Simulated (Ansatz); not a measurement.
The starting structures come from a database of crystals and need not be the phases stable at ambient conditions.

 Where the default PAW files enter, the runs use the earlier of Ansatz's two default sets.

Inside the gap of an insulator the Bloch states are evanescent, with a wavenumber k + iκ along the transport direction.

```yaml
crystal:
  lattice:
    - [3.18832, 0.00000, 0.00000]
    - [0.00000, 5.29007, 0.00000]
    - [1.59416, 0.00000, 2.76117]
  atoms:
    - { symbol: B, position: [0.66667, 0.49959, 0.66667] }
    - { symbol: B, position: [0.33333, 0.99959, 0.33333] }
    - { symbol: P, position: [0.66667, 0.12541, 0.66667] }
    - { symbol: P, position: [0.33333, 0.62541, 0.33333] }
```

Space group of this cell: P6_3mc, wurtzite. The cell is taken as given; by PBEsol its mean pressure is -1.4 GPa.

Transport runs along the normal of the first two printed cell vectors, the (100) plane of the conventional cell.

The gap is the functional's own. No spin-orbit coupling. Mid-gap values are interpolated on the energy grid.

Give the band gap and the smallest decay constant κ at mid-gap that PBEsol (Ansatz, a program for electronic structure) yields.

Gap 0.87 eV on a 12×6×12 mesh; κ = 0.147 1/Å, at the zone centre.
